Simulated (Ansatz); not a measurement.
The starting structures come from a database of crystals and need not be the phases stable at ambient conditions.

```yaml
crystal:
  lattice:
    - [9.26629, 0.00000, 0.00000]
    - [-0.00528, 9.26629, 0.00000]
    - [3.08525, 3.08700, 3.08876]
  atoms:
    - { symbol: Na, position: [0.68977, 0.00000, 0.31023] }
    - { symbol: Na, position: [0.31023, 0.31023, 0.37954] }
    - { symbol: Na, position: [0.00000, 0.68977, 0.31023] }
    - { symbol: Na, position: [0.35772, 0.00000, 0.14228] }
    - { symbol: Na, position: [0.64228, 0.64228, 0.21544] }
    - { symbol: Na, position: [0.00000, 0.35772, 0.14228] }
    - { symbol: S, position: [0.00000, 0.00000, 0.30178] }
    - { symbol: S, position: [0.00000, 0.00000, 0.69822] }
    - { symbol: S, position: [0.66667, 0.33333, 0.19976] }
    - { symbol: S, position: [0.66667, 0.33333, 0.80024] }
    - { symbol: S, position: [0.33333, 0.66667, 0.19976] }
    - { symbol: S, position: [0.33333, 0.66667, 0.80024] }
```

Space group of this cell: P-62m. The cell is taken as given.

Transport runs along the normal of the first two printed cell vectors, the (111) plane of the conventional cell.

The gap is the functional's own, uncorrected, and κ follows it; spin-orbit coupling is left out. Mid-gap values are interpolated between the computed energies.

Problem. Compute, with r2SCAN run with Ansatz (a quantum-chemistry and plane-wave program), the band gap and the smallest decay constant κ at mid-gap.

Solution. Gap 1.20 eV on a 10×10×10 mesh; κ = 0.230 1/Å, at (0.500, 0.500) of the in-plane reciprocal vectors. At the zone centre, at the nearest computed energy, the slowest state has κ = 0.27 1/Å.
